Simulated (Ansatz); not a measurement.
Reference: MoS2 (P6_3/mmc), PBEsol+D3BJ with spin-orbit coupling, rigid bands (plane waves, PAW; Ansatz, a program for electronic structure); axes and stresses refer to this cell.

```xyz
6
Lattice="3.1090 0.0000 0.0000 -1.5545 2.6924 0.0000 0.0000 0.0000 11.7080" Properties=species:S:1:pos:R:3 pbc="T T T"
Mo     1.5545     0.8975     2.9270
Mo     0.0000     1.7950     8.7810
S      1.5545     0.8975     7.2178
S      0.0000     1.7950     4.4903
S      0.0000     1.7950     1.3638
S      1.5545     0.8975    10.3443
```

* **Seebeck coefficient, n-type 1e19 cm⁻³**: -364 μV/K
* **band gap**: 0.52 eV
* **Seebeck coefficient, p-type 1e19 cm⁻³**: 247 μV/K

Q: Change: uniaxial stress zz = 2 GPa (compression positive). What happens to Seebeck coefficient, n-type 1e19 cm⁻³, band gap, Seebeck coefficient, p-type 1e19 cm⁻³?

A: Seebeck coefficient, n-type 1e19 cm⁻³ moves little, to -363 μV/K; band gap drops to 0.40 eV; Seebeck coefficient, p-type 1e19 cm⁻³ drops to 239 μV/K.

Seebeck coefficients are for the stated density at 300 K, with one relaxation time for all states and whether or not that doping can be reached. Stresses and pressures are the targets of the relaxation.  The structure type is held under load, also where the real crystal would transform.

PBEsol with a dispersion correction tends to overbind, so the cell can be several per cent short, in bad cases over ten, which usually narrows a gap: MoS2 (P6_3/mmc).
